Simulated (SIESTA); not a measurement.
Band structure of LiLaO3 (Pm-3m, 5 atoms in the cell).

```yaml
crystal:
  lattice:
    - [3.82263, 0.00000, 0.00000]
    - [0.00000, 3.82263, 0.00000]
    - [0.00000, 0.00000, 3.82263]
  atoms:
    - { symbol: Li, position: [0.50000, 0.50000, 0.50000] }
    - { symbol: La, position: [0.00000, 0.00000, 0.00000] }
    - { symbol: O, position: [0.50000, 0.50000, 0.00000] }
    - { symbol: O, position: [0.00000, 0.50000, 0.50000] }
    - { symbol: O, position: [0.50000, 0.00000, 0.50000] }
```

Method: GGA PBEsol, numerical atomic orbitals DZP, PseudoDojo PBEsol standard norm-conserving potentials (rewritten from UPF to PSML) in SIESTA 5.4.2.

Settings: XC.functional = GGA; XC.authors = PBEsol; potentials = PseudoDojo PBEsol standard; PAO.BasisSize = DZP; PAO.EnergyShift = 0.01 Ry; MeshCutoff = 400 Ry; kgrid.MonkhorstPack = 6 6 6; OccupationFunction = FD; ElectronicTemperature = 100 meV; PAO.Polarization.NonPerturbative = true; MaxSCFIterations = 150; SCF.Mixer.Method = Pulay; SCF.Mixer.Weight = 0.25; SCF.Mixer.History = 8.

The starting cell comes from a database of computed structures (which also holds hypothetical and non-ambient phases and stackings), without a prior relaxation at this level. Values carry the incompleteness of an atom-centred basis.

Levels in eV from the Fermi level, bands 12 to 17:
```json
[
 {"point": "Γ", "12": "-0.98", "13": "-0.98", "14": "-0.98", "15": "0.34", "16": "0.34", "17": "0.34"},
 {"point": "X", "12": "-2.15", "13": "-1.19", "14": "-1.13", "15": "-1.13", "16": "-0.42", "17": "-0.42"},
 {"point": "M", "12": "-2.28", "13": "-1.92", "14": "-1.01", "15": "-1.01", "16": "0.02", "17": "0.16"},
 {"point": "R", "12": "-2.01", "13": "0.18", "14": "0.18", "15": "0.22", "16": "0.22", "17": "0.22"}
]
```

Bands cross the Fermi level along this path, so the cell is metallic at this level.

Higher empty bands are left out: an atom-centred basis made for the valence describes them poorly.
